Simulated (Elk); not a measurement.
Band structure of Nb6GePt (Pm-3, 8 atoms in the cell).

```
CELL_PARAMETERS angstrom
      5.06625     0.00000     0.00000
      0.00000     5.06625     0.00000
      0.00000     0.00000     5.06625
ATOMIC_POSITIONS crystal
  Nb 0.00000 0.50000 0.74989
  Nb 0.00000 0.50000 0.25011
  Nb 0.74989 0.00000 0.50000
  Nb 0.25011 0.00000 0.50000
  Nb 0.50000 0.74989 0.00000
  Nb 0.50000 0.25011 0.00000
  Ge 0.00000 0.00000 0.00000
  Pt 0.50000 0.50000 0.50000
```

Method: LDA (PW92), all-electron FP-LAPW, Elk's shipped species files, APW+lo basis with extra local orbitals (Elk).

Settings: rgkmax = 7.5; stype = 0; swidth = 0.00367493 Ha; ngridk = 5 5 5; gmaxvr = 14 1/bohr; nxlo = 2; lorbcnd = true; rmtscf = 0.86; lmaxi = 3; maxscl = 100.

The starting cell comes from a database of computed structures (which also holds hypothetical and non-ambient phases and stackings), without a prior relaxation at this level. Its lattice was rescaled by a random factor within 2.5 % of one. Spin-orbit coupling is off. Spin polarisation is off. Values depend on the basis (sphere radii, cutoffs, local orbitals), which need not be converged.

Levels in eV from the Fermi level, bands 58 to 65:
```
point     58     59     60     61     62     63     64    65
-----  -----  -----  -----  -----  -----  -----  -----  ----
Γ      -1.34  -1.34  -0.09  -0.09  -0.09  -0.09  -0.09  2.56
X      -1.01  -0.73  -0.49  -0.29  -0.15   0.08   0.69  1.79
M      -1.05  -0.10  -0.09  -0.08   0.27   0.92   0.92  1.25
R      -0.91  -0.37  -0.37   0.44   0.44   0.44   0.89  0.89
```

Bands cross the Fermi level along this path, so the cell is metallic at this level.
